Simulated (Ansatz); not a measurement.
Take Na in the bcc (W type) structure (space group Im-3m, No. 229; a = 4.1735 Å; relaxed with 0.1 eV smearing) as the base.

Computed with plane-wave PAW DFT at the PBEsol level (Ansatz, a quantum-chemistry and plane-wave program, 420 eV), no spin-orbit coupling.

For the base:

```
Quantity   Result
--------  -------
Pressure  0.0 GPa
```

Now apply this change: an isotropic linear strain of +1.50 %; the atoms relax in the strained cell.

Task: Estimate the effect on the energy relative to the base and pressure.

Result: The energy rises by 1.7 meV/atom; the pressure goes from zero to -0.3 GPa.

Stability against distortions was not tested.
